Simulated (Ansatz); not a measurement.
Ga vacancy (V_Ga) in beta Ga2O3: one set of geometries, relaxed with PBE, evaluated in Ansatz (PAW, plane waves to 420 eV, 500 eV under r2SCAN) with PBE, r2SCAN.

Set-up: 160-site cell; Γ-point k-points; start: the Ga(2) site; zone-centre errors of half an eV possible; flagged in the runs: a host whose relaxation on this sampling wasn't shown to rest, a strain field that reaches the edge of the cell, zone-centre sampling.

```csv
quantity,PBE,r2SCAN
host gap (eV),2.00,2.65
ε(+1/0) above the VBM (eV),not bound,not settled
largest moment on one atom at charge −1 (μB),0.38,0.47
```

PBE narrows the gap by 0.65 eV against r2SCAN, the highest level run.

"Not bound" means that the carrier spreads over host band states in this cell; a shallow level, bound over tens of ångströms, can't be resolved here.

Ansatz is a program for electronic structure.
